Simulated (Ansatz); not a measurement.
Input and output of a relaxation of cell and atoms for LaPt3 (Pm-3m, 4 atoms in the cell) (Ansatz, a quantum-chemistry and plane-wave program).

Method: LDA (PW92), default PAW files made with PBE (plane waves; Ansatz).

The change in words: atoms on their sites; basis.ecutwfc: 30.9 Ry → 26.1 Ry; relax: default → cell and atoms. Reference geometry:
```
CELL_PARAMETERS angstrom
      4.19336     0.00000     0.00000
      0.00000     4.19336     0.00000
      0.00000     0.00000     4.19336
ATOMIC_POSITIONS crystal
  La 0.00000 0.00000 0.01192
  Pt 0.00000 0.50000 0.50000
  Pt 0.50000 0.00000 0.50000
  Pt 0.50000 0.50000 0.00000
```

Reference input (self-consistent single point, DFT, LDA (PW92), plane waves, default PAW files made with PBE): basis.ecutwfc = 30.9 Ry; kpoints.mp_grid.grid = 7 7 7; hamiltonian.xc = lda; hamiltonian.pseudopotentials = {kind: paw} (the program's default PAW files); scf.occupations.method = gaussian; scf.occupations.width = 0.0073 Ry. This run's input differs from it in these lines:

Ansatz 0.2 input:
```diff
@@ -6,3 +6,3 @@
   atoms:
-    - { symbol: La, position: [0.000000, 0.000000, 0.011924] }
+    - { symbol: La, position: [0.000000, 0.000000, 0.000000] }
     - { symbol: Pt, position: [0.000000, 0.500000, 0.500000] }
@@ -11,3 +11,3 @@
 basis:
-  ecutwfc: 30.9 Ry
+  ecutwfc: 26.1 Ry
 kpoints:
@@ -23,2 +23,4 @@
     width: 0.0073 Ry
+relax:
+  cell: {}
 output:
```

Output (repeated stretches shortened):

```
   [... SCF lines of the steps left out ...]
relax step   1: F+E_penalty+E_count = -42814.28639277 eV  Δ(F+E_penalty+E_count) = +0.000e0 eV  max|allowed force component| = 5.154e-29 eV/Å  Δτ_max = 0.0000 Å  P = -6.512 GPa  Ω = 73.737 Å³  (6 SCF iters, dr2 threshold 1.00e-7 eV, accepted)
relax step   2: F+E_penalty+E_count = -42813.80967579 eV  Δ(F+E_penalty+E_count) = +4.767e-1 eV  max|allowed force component| = 1.543e-29 eV/Å  Δτ_max = 0.0000 Å  P = +27.609 GPa  Ω = 63.426 Å³  energy of the carried Pulay correction = +5.123e-2 eV  [...]
   [... lines left out ...]
relax step   7: F+E_penalty+E_count = -42814.34717459 eV  Δ(F+E_penalty+E_count) = -7.084e-4 eV  max|allowed force component| = 1.473e-29 eV/Å  Δτ_max = 0.0000 Å  P = -0.002 GPa  Ω = 70.883 Å³  energy of the carried Pulay correction = +5.904e-4 eV  [...]
relax step   8: F+E_penalty+E_count = -42814.34688447 eV  Δ(F+E_penalty+E_count) = +2.901e-4 eV  max|allowed force component| = 6.705e-30 eV/Å  Δτ_max = 0.0000 Å  P = -0.011 GPa  Ω = 70.883 Å³  stress off target by 1.13e-2 GPa  SCF on the basis [...]
basis re-selected at this cell: Δ(F+E_penalty+E_count) = +2.901e-4 eV, ΔP = -0.009 GPa vs the last step
the relaxation is at rest under the 48 symmetry operations that the run kept from its start: a minimum is not shown …
Stability not checked: this state was not tested for a lower state beside it, because too few of the mixer's solves of this state at the end of the SCF gave a …
Free energy (F): -42814.346884 eV
Internal energy: -42814.330704 eV  (E = F + TS)
   [... lines left out ...]
Fermi energy:    19.844780 eV
  cell:  # Å, volume = 70.8832 Å³
   [... lines left out ...]
    - [3.591056875472033e-34, 4.1385458509336095, 0.0]
    - [-1.1936753301150055e-34, 0.0, 4.1385458509336095]
  atoms:
    - { symbol: La, position: [-5.787075201574748e-47, -1.9580329629388246e-47, 8.702368724172554e-49] }
    - { symbol: Pt, position: [-7.40088548224529e-48, 0.5, 0.5] }
    - { symbol: Pt, position: [0.5, 4.7895943604852146e-48, 0.5] }
    - { symbol: Pt, position: [0.5, 0.5, -2.610622930582552e-48] }
```

The run converged. 

Summary of the result:
```
Item                                                                                Value
-----------------------------------------------  ----------------------------------------
Free energy E − TS (on the zero of these files)                            -42814.3469 eV
Fermi level (on the code's own zero)                                             19.84 eV
Pressure                                                                        -0.01 GPa
Final cell                                       a = b = c = 4.1385 Å, α = β = γ = 90.00°
Final volume per atom                                                            17.72 Å³
Relaxation steps                                                                        8
```

The starting cell comes from a database of computed structures (which also holds hypothetical and non-ambient phases and stackings), without a prior relaxation at this level. Its lattice was rescaled by up to half a per cent. Spin polarisation is off. The relaxation keeps the symmetry of its start, so its end need not be a minimum. Ansatz's pressure includes its estimate of the finite-basis (Pulay) stress. Without the estimate this run gives -0.80 GPa. The cutoff lies below the one recommended for these files.
